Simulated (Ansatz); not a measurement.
The starting structures come from a database of crystals and need not be the phases stable at ambient conditions.

By PBEsol, the system below comes out a metal.

The ballistic (Sharvin) conductance counts the channels at the Fermi level: G/A = (e²/h) × channels of both spins per area.

Given:

```
CELL_PARAMETERS angstrom
      4.23886     0.00000     0.00000
     -2.11943     3.67096     0.00000
      0.00000     0.00000     4.41641
ATOMIC_POSITIONS crystal
  Ca 0.00000 0.00000 0.00000
  Ga 0.33333 0.66667 0.50000
  Ga 0.66667 0.33333 0.50000
```

Space group of this cell: P6/mmm. The cell is taken as given; by PBEsol its mean pressure is -1.0 GPa.

The current flows along the normal of the first two printed cell vectors, the (001) plane of the conventional cell. No spin-orbit coupling; the value is a mean over 0.1 eV about the Fermi level.

Task: Predict the ballistic conductance per area from Ansatz (a quantum-chemistry and plane-wave program) with PBEsol.

Result: 0.46 × 10¹⁵ S/m² for both spins.
